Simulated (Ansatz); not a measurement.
Base system: PbS in the rock salt structure (space group Fm-3m, No. 225; a = 6.0090 Å).

(Cell as relaxed with PBE.)

Levels (all Ansatz, a quantum-chemistry and plane-wave program, PAW, earlier PAW set): PBE (420 eV, spin-orbit coupling left out); r2SCAN (500 eV, no spin-orbit coupling).

Each level relaxes its own structure.

```json
[
 {"base": "volume per atom", "PBE": "27.12 Å³", "r2SCAN": "26.66 Å³"},
 {"base": "lattice parameter a", "PBE": "6.009 Å", "r2SCAN": "5.975 Å"},
 {"base": "band gap", "PBE": "0.50 eV", "r2SCAN": "0.70 eV"}
]
```

Perturbation: Te replaces 75.0 % of the S, ordered in a cell of 8 atoms (starting symmetry C2/m) and fully relaxed.

| quantity | PBE | r2SCAN |
|---|---|---|
| band gap | 0.73 eV | 1.01 eV |
| volume per atom | 33.16 Å³ | 32.64 Å³ |
| shift of the gap caused by the change | +0.22 eV | +0.31 eV |
| gap character (in this cell's own zone, which can be folded) | indirect, M₂ → L₂ | indirect, M₂ → L₂ |

PBE's band gap lies 0.28 eV below r2SCAN's; PBE's volume per atom lies 0.52 Å³ above r2SCAN's (1.6 %); PBE's shift of the gap caused by the change lies 0.083 eV below r2SCAN's; the two agree on the gap character. Neither level is exact; r2SCAN is the comparison here, not a measurement.

Each cell is one ordered arrangement of few atoms, which overstates ordering effects compared with a random alloy. With Pb and Te present, leaving out spin-orbit coupling can change the band edges. No phonon test of stability was made. k-point labels follow each cell's own Brillouin zone.
